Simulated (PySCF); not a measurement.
PySCF 2.14.0, PBE/def2-svp, df: Si(OH)4 (O[Si](O)(O)O), 9 atoms. The geometry is a generated start, not checked to be a minimum at this level.

```json
{
 "task": "energy",
 "method": "pbe",
 "basis": "def2-svp",
 "two_electron_scheme": "density fitting",
 "mol.max_memory": "3000 MB",
 "mf.max_cycle": "100",
 "mf.init_guess": "minao (default)",
 "mf.conv_tol": "1e-09 (default)",
 "mf.grids.level": "3 (default)",
 "basis_functions": "94",
 "grid_points": "114744"
}
```

```xyz
9

O      0.7300     1.1896    -0.8331
Si     0.0032    -0.0026    -0.0034
O     -1.0587     0.7072     1.0013
O     -0.6490    -1.0050    -1.1043
O      0.9826    -0.9075     0.9239
H      0.9659     1.9881    -0.3694
H     -1.4016     0.2003     1.7312
H     -1.1196    -0.6278    -1.8416
H      1.5473    -1.5424     0.4954
```

With the defaults (mf.DIIS = CDIIS, mf.diis = true, mf.diis_space = 8, mf.level_shift = 0, mf.damp = 0, mf.diis_start_cycle = 1, newton = off) it converges in 11 Fock builds. One run each on 2 threads, 1 BLAS thread, with these changes:
- mf.level_shift = 0.1 Hartree
- mf.damp = 0.3, mf.diis_start_cycle = 4
- mf.diis = false
- mf.diis_space = 12
- mf.level_shift = 1 Hartree
- newton = Hessian by the SCF's own integrals
- mf.diis_space = 3
- mf.DIIS = EDIIS
- mf.damp = 0.7, mf.diis_start_cycle = 8

Task: Name the settings that don't reach the solution of the defaults.

Result: No convergence: mf.DIIS = EDIIS; mf.diis = false (the run ends without SCF convergence in 100 cycles). The rest reach the solution of the defaults.

```json
[
 {"setting": "the defaults", "Fock builds": "11", "end": "same solution"},
 {"setting": "mf.diis_space = 12", "Fock builds": "11", "end": "same solution"},
 {"setting": "mf.level_shift = 0.1 Hartree", "Fock builds": "12", "end": "same solution"},
 {"setting": "mf.damp = 0.3, mf.diis_start_cycle = 4", "Fock builds": "14", "end": "same solution"},
 {"setting": "mf.damp = 0.7, mf.diis_start_cycle = 8", "Fock builds": "15", "end": "same solution"},
 {"setting": "mf.diis_space = 3", "Fock builds": "18", "end": "same solution"},
 {"setting": "mf.level_shift = 1 Hartree", "Fock builds": "26", "end": "same solution"},
 {"setting": "newton = Hessian by the SCF's own integrals", "Fock builds": "27", "end": "same solution"},
 {"setting": "mf.DIIS = EDIIS", "Fock builds": "101", "end": "no convergence"},
 {"setting": "mf.diis = false", "Fock builds": "101", "end": "no convergence"}
]
```

Under newton the count holds the products with the orbital Hessian.
